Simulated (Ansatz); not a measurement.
Ansatz (an electronic-structure program) run on LaBi (Fm-3m, 2 atoms in the cell): relaxation of cell and atoms.

Computed with PBEsol, default PAW files made with PBE (plane waves; Ansatz).

The change in words: atoms on their sites; relax: default → cell and atoms. Reference geometry:
```xyz
2
Lattice="0.0000 3.3483 3.3483 3.3483 0.0000 3.3483 3.3483 3.3483 0.0000" Properties=species:S:1:pos:R:3 pbc="T T T"
La     3.3483     3.3483     3.3983
Bi     0.0000     0.0000     0.0000
```

Reference input (self-consistent single point, DFT, PBEsol, plane waves, default PAW files made with PBE): basis.ecutwfc = 30.9 Ry; kpoints.mp_grid.grid = 9 9 9; hamiltonian.xc = pbesol; hamiltonian.pseudopotentials = {kind: paw} (the program's default PAW files); scf.occupations.method = gaussian; scf.occupations.width = 0.0073 Ry. This run's input differs from it in these lines:

```diff
@@ -7,3 +7,3 @@
   atoms:
-    - { symbol: La, position_ang: [3.34825800, 3.34825800, 3.39826088] }
+    - { symbol: La, position_ang: [3.34825800, 3.34825800, 3.34825800] }
     - { symbol: Bi, position_ang: [0.00000000, 0.00000000, 0.00000000] }
@@ -18,2 +18,4 @@
   occupations: { method: gaussian, width: 0.0073 Ry }
+relax:
+  cell: {}
 output:
```

Log, with long lists cut:

```
   [... SCF lines of the steps left out ...]
relax step   1: F+E_penalty+E_count = -18405.35866966 eV  Δ(F+E_penalty+E_count) = +0.000e0 eV  max|allowed force component| = 6.574e-29 eV/Å  Δτ_max = 0.0000 Å  P = -2.901 GPa  Ω = 75.074 Å³  (6 SCF iters, dr2 threshold 1.00e-7 eV, accepted)
relax step   2: F+E_penalty+E_count = -18405.39389712 eV  Δ(F+E_penalty+E_count) = -3.523e-2 eV  max|allowed force component| = 3.629e-29 eV/Å  Δτ_max = 0.0000 Å  P = +1.563 GPa  Ω = 68.528 Å³  energy of the carried Pulay correction = +4.867e-4 eV  [...]
   [... lines left out ...]
relax step   4: F+E_penalty+E_count = -18405.40301015 eV  Δ(F+E_penalty+E_count) = -1.176e-4 eV  max|allowed force component| = 1.446e-29 eV/Å  Δτ_max = 0.0000 Å  P = -0.007 GPa  Ω = 70.484 Å³  energy of the carried Pulay correction = +3.366e-4 eV  [...]
relax step   5: F+E_penalty+E_count = -18405.40264386 eV  Δ(F+E_penalty+E_count) = +3.663e-4 eV  max|allowed force component| = 3.077e-29 eV/Å  Δτ_max = 0.0000 Å  P = -0.005 GPa  Ω = 70.484 Å³  stress off target by 5.28e-3 GPa  SCF on the basis [...]
basis re-selected at this cell: Δ(F+E_penalty+E_count) = +3.663e-4 eV, ΔP = +0.002 GPa vs the last step
the relaxation is at rest under the 48 symmetry operations that the run kept from its start: a minimum is not shown …
Free energy (F): -18405.402644 eV
Internal energy: -18405.401087 eV  (E = F + TS)
E sigma→0 (E₀):  -18405.401865 eV
Entropy (-TS):   -0.001557 eV (-0.778 meV/atom)
Fermi energy:    10.165703 eV
--- Forces (eV/Å), atoms counted from 1 ---
  atom   1  La     0.00000000    -0.00000000    -0.00000000
   [... lines left out ...]
  cell:  # Å, volume = 70.4840 Å³
    - [2.8989946391267848e-33, 3.278588395226411, 3.278588395226411]
    - [3.278588395226411, 3.255670681429476e-33, 3.278588395226411]
    - [3.278588395226411, 3.278588395226411, 1.98719509282928e-33]
  atoms:
    - { symbol: La, position: [0.49999999999999994, 0.49999999999999994, 0.49999999999999994] }
    - { symbol: Bi, position: [4.026424968062729e-34, -5.943770190949004e-34, 1.7256107005956892e-34] }
```

The run converged. 

Summary of the result:
* **Free energy E − TS (on the zero of these files)**: -18405.4026 eV
* **Fermi level (on the code's own zero)**: 10.17 eV
* **Pressure**: -0.01 GPa
* **Final cell**: a = 4.637 Å, b = 4.637 Å, c = 4.637 Å, α = 60.00°, β = 60.00°, γ = 60.00°
* **Final volume per atom**: 35.24 Å³
* **Relaxation steps**: 5

The starting cell comes from a database of computed structures (which also holds hypothetical and non-ambient phases and stackings), without a prior relaxation at this level. Its lattice was rescaled by up to half a per cent. The relaxation keeps the symmetry of its start, so its end need not be a minimum. Ansatz's pressure includes its estimate of the finite-basis (Pulay) stress.

Keys are those of Ansatz 0.2.
